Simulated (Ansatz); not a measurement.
The reference is AlN in the wurtzite structure (space group P6_3mc, No. 186; a = 3.089 Å, c = 4.943 Å).

Level of theory: LDA (Ansatz, a quantum-chemistry and plane-wave program; PAW; 420 eV plane waves; no spin-orbit coupling).

One change was made to it. Results:

```tsv
quantity	base	after
c/a ratio	1.600	1.581
electron mass	0.32 mₑ (at Γ)	0.37 mₑ along c, 0.59 mₑ across (at K)
band gap	4.42 eV	4.93 eV
```

Name the change that was made.
A) pressure 30 GPa
B) pressure 0.9 GPa
C) pressure −2 GPa

A, pressure 30 GPa. For comparison, the band gap in the other runs: pressure 0.9 GPa gives 4.45 eV; pressure −2 GPa gives 4.33 eV.

Load acts through the strain it causes; cell and atoms are relaxed under it. Effective masses come from finite differences of ±0.01 Å⁻¹. Stability against distortions was not tested. Measured, AlN leaves this structure (for rock salt) near 14 GPa (temperature not stated; as listed in Datta, Sujoy, Jana, Debnarayan, arXiv (2020)), on rising pressure, with hysteresis.
